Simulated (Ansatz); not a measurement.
Take TiSi2 (space group Fddd, No. 70) as the base.

```yaml
crystal:
  lattice:
    - [0.00000, 4.13234, 4.28268]
    - [2.40310, 0.00000, 4.28268]
    - [2.40310, 4.13234, 0.00000]
  atoms:
    - { symbol: Si, position: [0.66302, 0.33698, 0.66302] }
    - { symbol: Si, position: [0.33698, 0.66302, 0.33698] }
    - { symbol: Si, position: [0.58698, 0.91302, 0.58698] }
    - { symbol: Si, position: [0.91302, 0.58698, 0.91302] }
    - { symbol: Ti, position: [0.00000, 0.00000, 0.00000] }
    - { symbol: Ti, position: [0.25000, 0.25000, 0.25000] }
```

Cartesian axes are those of the cell as printed.

All numbers come from Ansatz (a quantum-chemistry and plane-wave program) PBE, without spin-orbit coupling.

Before the change:

| Item | Value |
|---|---|
| Pressure | 0.0 GPa |
| Shortest interatomic distance | 2.535 Å |
| Band gap | zero |

It is then changed as follows: the cell is stretched by 0.80 % along z with no lateral relaxation, atoms relaxed at fixed cell.

Question: What does the calculation give for the pressure after the change?

Answer: The pressure (mean of the normal stresses, compression positive) goes from zero to -1.3 GPa.

Question: Estimate the effect on the energy relative to the base.

Answer: The energy increases by 1.1 meV/atom.

Question: Estimate the effect on the shortest interatomic distance.

Answer: The shortest interatomic distance rises by 0.013 Å (2.535 Å → 2.548 Å).

Question: Estimate the effect on the band gap.

Answer: The band gap remains zero.

Without a gap, meshes like the base's 13×13×13 leave anisotropic stresses uncertain by several tenths of a GPa, and small strain energies with them. The cells carry an imposed strain or load. Stability against distortions was not tested. All final runs are without spin polarisation.
